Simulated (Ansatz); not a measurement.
Zinc-blende BaS (model structure), treated with r²SCAN (plane waves, PAW; Ansatz, a quantum-chemistry and plane-wave program).

Run with plane-wave cutoff 500 eV, 10×10×10 k mesh, Fermi–Dirac smearing 0.05 eV, scalar-relativistic PAW data made under PBE.

Cell (relaxed at this level):

Space group F-43m (No. 216); a = b = c = 7.040 Å, α = β = γ = 90.00°

| atom | site | symmetry | x | y | z |
|---|---|---|---|---|---|
| Ba | 4a | -43m | 0.0000 | 0.0000 | 0.0000 |
| S | 4d | -43m | 0.7500 | 0.7500 | 0.7500 |
(The calculation used a cell of 2 atoms; values per cell refer to that cell.)

**Question.** Estimate the band gap that the calculation returns.

**Answer.** 
band gap: 3.07 eV (on the SCF k mesh)

Note: the relaxation could raise the start's symmetry but not lower it, so the cell can be a saddle point.

Spin–orbit coupling is not included.

The computed numbers hold no vibrational or temperature effects.

A model structure was made by putting elements into a prototype or built by hand; it is no filed structure, need not be a known phase, and can be a saddle point held by its symmetry.
